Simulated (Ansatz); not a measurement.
The parent structure is BeS (space group P4/nmm, No. 129; a = 3.452 Å, c = 5.621 Å; a hypothetical phase, not in the database extracts checked; layered, stacked along the Cartesian z axis). Axes: x, y, z lie along a, b, c of the conventional cell.

Modification: biaxial strain −1.24 %, plane normal [001], relaxed out of plane (Cartesian); in-plane vectors clamped, the third vector and the atoms free.

Levels (all Ansatz, a program for electronic structure, PAW): PBEsol (420 eV, no SOC); r2SCAN (500 eV, scalar-relativistic without spin-orbit coupling).

The geometry is relaxed with PBEsol.

```
Item                       Result
--------------------  -----------
PBEsol gap character  direct at Γ
PBEsol band gap           3.36 eV
PBEsol pressure         12.2 kbar
```

**Question.** How does going to r2SCAN change the gap character, band gap and pressure?

**Answer.** The gap character stays direct at Γ; the band gap grows by 0.68 eV, from 3.36 eV to 4.04 eV; the pressure rises by 9.5 kbar, from 12.2 kbar to 21.7 kbar.

Single points use the geometry relaxed with PBEsol. Their cutoffs differ, which shifts pressures a little. No phonon test of stability was made. The base started in Pnma and relaxed to P4/nmm at this level. No dispersion term is included in the PBEsol runs.
